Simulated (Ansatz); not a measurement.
Consider BP in the zinc blende structure (space group F-43m, No. 216).

```yaml
crystal:
  lattice:
    - [0.00000, 2.26820, 2.26820]
    - [2.26820, 0.00000, 2.26820]
    - [2.26820, 2.26820, 0.00000]
  atoms:
    - { symbol: P, position: [0.75000, 0.75000, 0.75000] }
    - { symbol: B, position: [0.00000, 0.00000, 0.00000] }
```

Levels (all Ansatz, a quantum-chemistry and plane-wave program, PAW, earlier PAW set): r2SCAN (500 eV, without spin-orbit coupling); HSE06+SOC (420 eV, noncollinear with spin-orbit coupling).

Its gap is 1.41 eV with r2SCAN and 1.94 eV with HSE06+SOC.

Perturbation: full substitution B → In, then cell and atoms are relaxed.

With r2SCAN the gap becomes 1.02 eV.

Problem. If the HSE06+SOC correction stayed the same, what would the HSE06+SOC gap be, and what does the HSE06+SOC run give?

Solution. A rigid correction of +0.53 eV gives 1.55 eV. The HSE06+SOC run gives 1.32 eV, so the correction itself changes by -0.23 eV.

Single points use the geometry relaxed with r2SCAN. HSE06 was sampled on its mesh, a few special points and the semilocal edge points, so its gap is an upper bound. The spin-orbit shifts are approximate. No phonon test of stability was made.
